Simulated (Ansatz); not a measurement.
**Lattice parameter a of Re (R-3m, No. 166, 3 atoms in the cell; start mp-975065; another form than the element's usual one) at several levels of theory**

No measured value is used here.

```
level (code)     value (Å)
---------------  ---------
LDA (Ansatz)         2.740
PBEsol (Ansatz)      2.753
r²SCAN (Ansatz)      2.762
```

Density-functional levels without +SOC have no spin–orbit coupling. LDA, PBEsol, r²SCAN: the run has no spin polarisation, so it can have missed a magnetic state. LDA, PBEsol, r²SCAN: the relaxation could not lower the start's symmetry, so the cell can be a saddle point above a distorted one. Cutoffs differ between the levels. Ansatz's density-functional and Hartree–Fock values are scalar-relativistic unless marked +SOC, with PAW data made under PBE.

A start named mp-… is a Materials Project structure, which need not be a measured phase.

Ansatz is a program for electronic structure.
